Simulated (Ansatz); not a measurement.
Base system: LiH in the rock salt structure (space group Fm-3m, No. 225).

```yaml
crystal:
  lattice:
    - [0.00000, 2.00193, 2.00193]
    - [2.00193, 0.00000, 2.00193]
    - [2.00193, 2.00193, 0.00000]
  atoms:
    - { symbol: H, position: [0.00000, 0.00000, 0.00000] }
    - { symbol: Li, position: [0.50000, 0.50000, 0.50000] }
```

Cartesian axes are those of the cell as printed.

Level of theory: r2SCAN (Ansatz, a program for electronic structure; PAW; 500 eV plane waves; scalar-relativistic without spin-orbit coupling), earlier PAW set.

Before the change:

The electron mass is 0.13 mₑ along k, 0.98 mₑ across (at X) and the band gap is 3.63 eV.

Now apply this change: the symmetric strain tensor [0.0040 0.0182 0.0069; 0.0182 0.0056 0.0059; 0.0069 0.0059 -0.0001], atoms relaxed at fixed cell.

Question: What does the calculation give for the electron mass, stress, band gap and energy relative to the base after the change?

Answer: The electron mass is still 0.13 mₑ along k, 0.98 mₑ across (at X); the stress (xx, yy, zz, yz, xz, xy; compression positive) amounts to (-0.35, -0.46, -0.15, -0.65, -0.75, -1.86) GPa; the band gap shrinks by 0.05 eV to 3.58 eV; the energy goes up by 2.2 meV/atom.

Effective masses come from finite differences of ±0.01 Å⁻¹. Along k means along the line from Γ to the band edge. Whether these cells are dynamically stable was not tested.
